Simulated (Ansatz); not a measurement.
Start from CoCl$_{2}$ in the CdI2 type structure (space group P-3m1, No. 164; a = 3.526 Å, c = 5.697 Å; ferromagnetic; a model cell, its experimental status unchecked; layered, stacked along the Cartesian z axis). Axes: x lies along a and z along c of the hexagonal cell.

All numbers come from r2SCAN+rVV10 (Ansatz, a quantum-chemistry and plane-wave program; PAW; 500 eV plane waves; no spin-orbit coupling).

Before the change:

Smallest direct gap: 1.57 eV

Modification: tensile biaxial strain of 0.99 % in the plane normal to [001], as in epitaxy on a mismatched substrate; the out-of-plane cell vector and the atoms relax.

### Question
Predict the new smallest direct gap.

### Answer
The smallest direct gap grows by 0.025 eV, from 1.57 eV to 1.59 eV.

### Question
Estimate the effect on the in-plane stress.

### Answer
The mean in-plane stress (compression positive) is -1.0 GPa.

### Question
How does this affect the out-of-plane strain?

### Answer
The out-of-plane strain comes out as -0.74 %.

Stability against distortions was not tested. No Hubbard U is applied and the magnetic state is the run's own (CoCl2 ferromagnetic); small cells can't hold the antiferromagnetic order that many such compounds have, so gaps and moments can be off.
